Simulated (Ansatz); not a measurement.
Amorphous Si51N54, 105 atoms at 2.98 g/cm³, one PBE-relaxed geometry, zone centre. Methods: PBE, scalar-relativistic without spin-orbit coupling (Ansatz, an electronic-structure program); r2SCAN, scalar-relativistic without spin-orbit coupling (Ansatz); HSE06, scalar-relativistic without spin-orbit coupling (Ansatz). Plane waves to 420 eV (r2SCAN 500 eV); exact exchange is cut at the cell's faces. The usual formal charges leave 42 electrons over, so the level spacing at the Fermi energy parts defect or band states and needn't be the band gap. The higher rungs were started with moments on some atoms, which died out.

Preparation: random packing, a CHGNet melt and quench, and a DFT relaxation. N atoms were pushed apart under 1.9 Å during the dynamics, to hinder bonds among them. The hot cell started wider than the set density and was brought back towards it in steps. It is the lowest in DFT energy of 2 quenches. It is a model cell: composition and starting density were chosen by hand, and all elements were melted together. No dispersion term was used. Its density started from a set value of 3.09 and ended at 2.98 g/cm³. The simulated quench (nominally 120 K/ps over its main leg) is rapid and tends to freeze in more defects than a deposited or slowly cooled glass has. A cell of this size samples the disorder only roughly. The volume was free in the relaxation, at fixed shape. Stress components on the final sampling reach 3.1 GPa. On a 2×2×2 Γ-centred mesh force components of up to 0.15 eV/Å stay, since the relaxation ran on the zone centre alone.

The relaxation ran on the zone centre alone. At PBE the level spacing at the Fermi energy is 0.85 eV on a 2×2×2 Γ-centred mesh, and the spacing at the zone centre alone 1.15 eV.

Question: What zone-centre spacing does r2SCAN give, roughly?

Answer: 1.32 eV (+0.17 eV against PBE).

Question: What zone-centre spacing does HSE06 give, roughly?

Answer: 1.83 eV (+0.68 eV against PBE).

The highest filled and the lowest empty state spread over these numbers of atoms (participation numbers): PBE: 23.4 and 19.1; r2SCAN: 22.7 and 16.8; HSE06: 27.1 and 19.8.
